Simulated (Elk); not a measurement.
Band structure of IrRh3 (Pm-3m, 4 atoms in the cell).

```
CELL_PARAMETERS angstrom
      3.81706     0.00000     0.00000
      0.00000     3.81706     0.00000
      0.00000     0.00000     3.81706
ATOMIC_POSITIONS crystal
  Ir 0.00000 0.00000 0.00000
  Rh 0.00000 0.50000 0.50000
  Rh 0.50000 0.00000 0.50000
  Rh 0.50000 0.50000 0.00000
```

Computed with LDA (PW92), all-electron FP-LAPW, Elk's shipped species files, default APW+lo basis (Elk).

Settings: swidth = 0.00367493 Ha; ngridk = 6 6 6; rmtscf = 0.89; maxscl = 100.

The starting cell comes from a database of computed structures (which also holds hypothetical and non-ambient phases and stackings), without a prior relaxation at this level. Spin-orbit coupling is off. Spin polarisation is off. Values depend on the basis (sphere radii, cutoffs, local orbitals), which need not be converged.

Levels in eV from the Fermi level, bands 37 to 44:
```json
[
 {"point": "Γ", "37": "0.78", "38": "0.87", "39": "0.87", "40": "0.87", "41": "1.40", "42": "1.40", "43": "1.40", "44": "2.82"},
 {"point": "X", "37": "-1.47", "38": "-1.47", "39": "-1.36", "40": "-1.22", "41": "-0.36", "42": "-0.06", "43": "0.87", "44": "1.39"},
 {"point": "M", "37": "-1.99", "38": "-1.88", "39": "-1.29", "40": "-1.18", "41": "-1.01", "42": "-1.01", "43": "2.71", "44": "2.82"},
 {"point": "R", "37": "0.27", "38": "0.45", "39": "0.45", "40": "0.45", "41": "0.52", "42": "0.79", "43": "0.79", "44": "0.83"}
]
```

Bands cross the Fermi level along this path, so the cell is metallic at this level.
